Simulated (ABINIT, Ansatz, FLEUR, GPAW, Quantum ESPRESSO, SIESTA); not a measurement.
**Code comparison for TePb (Fm-3m, 2 atoms in the cell)**

Self-consistent single point.

```
CELL_PARAMETERS angstrom
      0.00000     3.29608     3.29608
      3.29608     0.00000     3.29608
      3.29608     3.29608     0.00000
ATOMIC_POSITIONS crystal
  Te 0.00000 0.00000 0.00000
  Pb 0.50000 0.50000 0.50000
```

Shared settings, as Ansatz (a first-principles code) writes them: kpoints.mp_grid.grid = 2 2 2; scf.occupations.method = fixed. Potentials and cutoffs stand in the table.

```json
[
 {"code": "Quantum ESPRESSO", "model": "PBE, PSlibrary ultrasoft (PBE) pseudopotentials", "pressure (GPa)": "5.29", "gap on the mesh (eV)": "0.679", "cutoff": "55 Ry"},
 {"code": "SIESTA", "model": "GGA PBE, numerical atomic orbitals DZP, PseudoDojo PBE standard norm-conserving potentials (rewritten from UPF to PSML)", "pressure (GPa)": "5.65", "gap on the mesh (eV)": "0.729", "cutoff": "grid 400 Ry"},
 {"code": "ABINIT", "model": "PBE, norm-conserving pseudopotentials (PseudoDojo nc-sr-05 PBE standard)", "pressure (GPa)": "5.58", "gap on the mesh (eV)": "0.686", "cutoff": "1116 eV"},
 {"code": "FLEUR", "model": "PBE, all-electron FLAPW (FLEUR), scalar-relativistic valence", "pressure (GPa)": "–", "gap on the mesh (eV)": "0.692", "cutoff": "Kmax 3.8 1/bohr"},
 {"code": "Ansatz", "model": "PBE, default PAW files", "pressure (GPa)": "5.65", "gap on the mesh (eV)": "0.686", "cutoff": "default"},
 {"code": "GPAW", "model": "PBE, GPAW PAW datasets PBE (gpaw-data 1.0.1)", "pressure (GPa)": "5.48", "gap on the mesh (eV)": "0.647", "cutoff": "550 eV"}
]
```

A dash marks a value that a program does not give, or that is left out as unsure.

Gaps are read on the mesh.

On Ansatz's run: spin-orbit coupling is off.

The spread over the programs that give each value: pressure within 0.36 GPa; gap on the mesh within 0.082 eV.

SIESTA uses small atom-centred bases, whose incompleteness enters pressures, forces and empty levels differently from a plane-wave cutoff. FLEUR treats all electrons, but the usual bases taken here (sphere radii, linearisation, local orbitals, empty states) were not tested for convergence, so the values are no reference for the others. Ansatz's pressure is given at a fixed set of plane waves, as the other plane-wave codes print theirs.

On the base mesh (9 9 9) the same programs gave: Ansatz pressure -0.42 GPa; Quantum ESPRESSO pressure -0.89 GPa; ABINIT pressure -0.48 GPa; GPAW pressure -0.61 GPa; SIESTA pressure -0.14 GPa.

The values differ from the base mesh's, so the mesh still matters here: the table compares the programs at equal settings.

The starting cell comes from a database of computed structures (which also holds hypothetical and non-ambient phases and stackings), without a prior relaxation at this level. Its lattice was rescaled by a random factor within 2.5 % of one.

Left out of this page: CP2K (on another mesh); Elk (not drawn, or without a comparable value).

Keys are those of Ansatz 0.2.
